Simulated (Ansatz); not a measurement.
Start from GaN in the zinc blende structure (space group F-43m, No. 216; a = 4.498 Å). Axes: x, y, z lie along the cube axes.

Method: Kohn–Sham DFT with the PBEsol functional, run in Ansatz (a program for electronic structure) with PAW and 420 eV plane waves, spin-orbit coupling left out.

Base values:

```
Item                                Result
---------------------  -------------------
Electron mass               0.15 mₑ (at Γ)
Valence-band top at Γ  0.00, 0.00, 0.00 eV
```

It is then changed as follows: the cell is compressed by 2.00 % along z with no lateral relaxation; the atoms relax in the strained cell.

Task: How does this affect the stress?

Result: The stress (xx, yy, zz, yz, xz, xy; compression positive) amounts to (3.17, 3.17, 5.50, 0.00, 0.00, 0.00) GPa.

Task: How does this affect the electron mass?

Result: The electron mass becomes 0.16 mₑ (at Γ) (base: 0.15 mₑ (at Γ)).

Task: Predict the new valence-band top at Γ.

Result: The valence-band top at Γ (three highest levels, from the VBM) goes from 0.00, 0.00, 0.00 eV to 0.00, -0.09, -0.09 eV.

The levels and masses belong to the bands next to the band gap. Masses are band curvatures over ±0.01 Å⁻¹ around the edge. Whether these cells are dynamically stable was not tested. This is not the structure that GaN has at room temperature and ambient pressure.
